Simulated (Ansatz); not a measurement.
Consider Nb₂O₅ (space group C2/m, No. 12; a cell from a computed database, its experimental status unchecked).

```xyz
7
Lattice="6.4336 -1.9102 0.0000 6.4336 1.9102 0.0000 -0.0460 0.0000 3.9598" Properties=species:S:1:pos:R:3 pbc="T T T"
Nb    10.9374     0.0000     3.7109
Nb     1.8837     0.0000     0.2489
O     10.9290     0.0000     1.9276
O      1.8920     0.0000     2.0322
O      0.0000     0.0000     0.0000
O      8.8118     0.0000     0.0151
O      4.0093     0.0000     3.9447
```

Cartesian axes are those of the cell as printed.

Calculations: DFT with PBEsol, PAW potentials and a 420 eV plane-wave cutoff in Ansatz (a program for electronic structure), no spin-orbit coupling, earlier PAW set.

The change: an isotropic linear strain of −0.55 %, atoms relaxed at fixed cell.

Task: Predict the stress tensor and what it implies for the stiffness.

Result: Stress of the strained cell less that of the base (GPa, compression positive):
```
   3.04    0.00   -0.02
   0.00    3.09    0.00
  -0.02    0.00    2.41
```

Then B = −ΔP/(ΔV/V₀) with ΔV/V₀ = -0.0164 gives secant stiffness values (nonlinear terms included at this strain): B (at held cell shape, above the free-shape value) ≈ 173 GPa.

Whether these cells are dynamically stable was not tested.
